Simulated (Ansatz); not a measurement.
Base system: LiF in the zinc blende structure (space group F-43m, No. 216; a = 4.364 Å; a hypothetical phase, not in the database extracts checked). Axes: x, y, z lie along the cube axes.

The values are results of Ansatz (a first-principles code) PBE, scalar-relativistic without spin-orbit coupling, not measurements.

Strains are applied to the cell and any free atomic positions relax; under stress the whole cell relaxes.

One change was made to it. Results:

| quantity | base | after |
|---|---|---|
| band gap | 7.65 eV | 6.97 eV |
| energy relative to the base (free energy F) | 0 meV/atom | +29 meV/atom |
| electron mass | 0.82 mₑ (at Γ) | 0.80 mₑ (at Γ) |

Question: Name the change that was made.
A. uniaxial strain ε_zz = +1.62 %
B. isotropic strain +4.70 %
C. uniaxial stress, 3 GPa tension along x

Answer: B, isotropic strain +4.70 %. For comparison, the band gap in the other runs: uniaxial strain ε_zz = +1.62 % gives 7.56 eV; uniaxial stress, 3 GPa tension along x gives 7.48 eV.

Masses are band curvatures over ±0.01 Å⁻¹ around the edge. Semilocal Kohn–Sham gaps tend to fall short of experiment. Beyond what the load breaks, stability against distortions was not tested.
